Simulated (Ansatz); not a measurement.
The reference is AlN in the zinc blende structure (space group F-43m, No. 216).

```xyz
2
Lattice="0.0000 2.1889 2.1889 2.1889 0.0000 2.1889 2.1889 2.1889 0.0000" Properties=species:S:1:pos:R:3 pbc="T T T"
Al     0.0000     0.0000     0.0000
N      1.0944     1.0944     1.0944
```

Cartesian axes are those of the cell as printed.

Computed with DFT with PBEsol, PAW potentials and a 420 eV plane-wave cutoff in Ansatz (a program for electronic structure), spin-orbit coupling left out.

It is then changed as follows: the cell is stretched by 2.00 % along z with no lateral relaxation; the atoms relax in the strained cell.

Q: Predict the stress tensor and what it implies for the stiffness.

A: Stress of the strained cell less that of the base (GPa, compression positive):
```
  -2.93    0.00    0.00
   0.00   -2.93    0.00
   0.00    0.00   -5.68
```

Then −Δσ_ii/ε with ε = 0.0200 gives secant stiffness values (nonlinear terms included at this strain): C33 ≈ 284 GPa, C13 ≈ 146 GPa and C23 ≈ 146 GPa.

Stability against distortions was not tested. This is not the structure that AlN has at room temperature and ambient pressure.
